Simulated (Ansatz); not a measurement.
Start from Cs₂AgBiBr₆ (space group Fm-3m, No. 225; a = 11.187 Å). Axes: x, y, z lie along the cube axes.

Level of theory: PBEsol (Ansatz, a first-principles code, PAW, spin-orbit coupling left out).

Base values:

Band gap: 1.10 eV
Pressure: 0.00 GPa
Shortest interatomic distance: 2.753 Å

One thing is altered: biaxial strain −1.50 %, plane normal [001], relaxed out of plane (Cartesian); in-plane vectors clamped, the third vector and the atoms free.

Q: What happens to the band gap, pressure, energy relative to the base and shortest interatomic distance?

A: The band gap drops by 0.11 eV to 0.99 eV; the pressure (mean of the normal stresses, compression positive) goes from zero to 0.57 GPa; the energy increases by 2.7 meV/atom; the shortest interatomic distance falls by 0.061 Å to 2.692 Å.

With Bi present, leaving out spin-orbit coupling can change the band edges. No phonon test of stability was made.
